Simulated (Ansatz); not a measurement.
Consider Mo in the bcc (W type) structure (space group Im-3m, No. 229; a = 3.1607 Å).

The values are results of plane-wave PAW DFT at the PBE level (Ansatz, a first-principles code, 420 eV), no SOC, not measurements.

For the base:

| Property | Value |
|---|---|
| Pressure | 0.0 GPa |
| Band gap | zero |

Perturbation: every lattice vector is shortened by 5.27 %, atoms relaxed at fixed cell.

Task: Estimate the effect on the pressure.

Result: The pressure goes from zero to 59.3 GPa.

Task: How does this affect the energy relative to the base?

Result: The energy rises by 0.381 eV/atom.

Task: How does this affect the band gap?

Result: The band gap remains zero.

The cells carry an imposed strain or load. No phonon test of stability was made. The final runs are not spin-polarised.
